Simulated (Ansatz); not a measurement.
**Convergence study of the k-point mesh for a (001) slab of BiS (cut from a parent of space group no. 12; 4 atoms in the cell)**

```xyz
4
Lattice="3.9764 0.0000 0.0000 -3.9165 3.9760 0.0000 0.0000 0.0000 17.4196" Properties=species:S:1:pos:R:3 pbc="T T T"
Bi    -0.7548     3.1734     7.0000
Bi     1.3246     1.3048    10.4196
S      1.3324     1.3124     7.4662
S     -0.7625     3.1658     9.9534
```

Method of the run: LDA (PW92), default PAW files made with PBE (plane waves; Ansatz, a first-principles code).

Base settings: basis.ecutwfc = 420 eV; kpoints.mp_grid.grid = 11 11 1; hamiltonian.xc = lda; hamiltonian.pseudopotentials = {kind: paw} (the program's default PAW files); scf.occupations.method = fermi_dirac; scf.occupations.width = 0.1 eV.

Only quantities that move along the ladder and can be compared are tabulated.

The count of work is k-points × plane waves × bands × iterations; it is no time. Core times come from one kind of shared machine, to one figure; runs under 30 s give none.

The starting cell comes from a database of computed structures (which also holds hypothetical and non-ambient phases and stackings), without a prior relaxation at this level. The slab is cut from that crystal, and its faces are unrelaxed. Its lattice was rescaled by up to half a per cent. Spin polarisation is off, though cut faces can carry moments; the slab shows no gap.

```tsv
kpoints.mp_grid.grid	free energy less the last step's (meV/atom)	largest difference of a force vector from the last step's (eV/Å)	count of work / last	core time / last (rough)
2 2 1	273.36	1.240	0.014	–
3 3 1	5.64	0.221	0.019	–
4 4 1	-3.63	0.194	0.029	–
5 5 1	-11.70	0.057	0.037	–
6 6 1	-4.97	0.048	0.054	–
7 7 1	3.43	0.091	0.066	–
8 8 1	-0.81	0.024	0.087	–
10 10 1	0.92	0.006	0.13	–
11 11 1	0.71	0.004	0.15	–
12 12 1	-0.18	0.008	0.18	–
13 13 1	0.01	0.008	0.20	0.4
16 16 1	-0.15	0.001	0.30	–
18 18 1	-0.02	0.002	0.38	0.7
22 22 1	0.01	0.001	0.55	0.6
25 25 1	-0.02	0.000	0.70	1
30 30 1	0.00	0.000	1.0	1
```

Coarsest kpoints.mp_grid.grid that holds the forces within 0.02 eV/Å of the last step, with all finer ones: 10 10 1, at 0.13 of the last step's count of work; the step before is off by 0.024 eV/Å.

Coarsest kpoints.mp_grid.grid that holds the free energy within 2 meV/atom of the last step, with all finer ones: 8 8 1, at 0.087 of the last step's count of work; the step before is off by 3.4 meV/atom.

Keys are those of Ansatz 0.2.
